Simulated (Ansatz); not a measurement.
Take Rb$_{2}$GeF$_{6}$ (space group P-3m1, No. 164; a = 5.8292 Å, c = 4.7741 Å) as the base.

Method: r2SCAN (Ansatz, a quantum-chemistry and plane-wave program), spin-orbit coupling left out.

For the base:

| Item | Result |
|---|---|
| Lattice parameter a | 5.829 Å |
| Smallest direct gap | 7.26 eV |

Perturbation: cell and atoms relaxed at a pressure of 7.5 GPa.

Task: What does the calculation give for the lattice parameter a and smallest direct gap after the change?

Result: The lattice parameter a shrinks by 0.245 Å, from 5.829 Å to 5.584 Å; the smallest direct gap increases by 0.56 eV, from 7.26 eV to 7.82 eV.

Load acts through the strain it causes; cell and atoms are relaxed under it. Stability against distortions was not tested. Competing high-pressure phases were not computed.
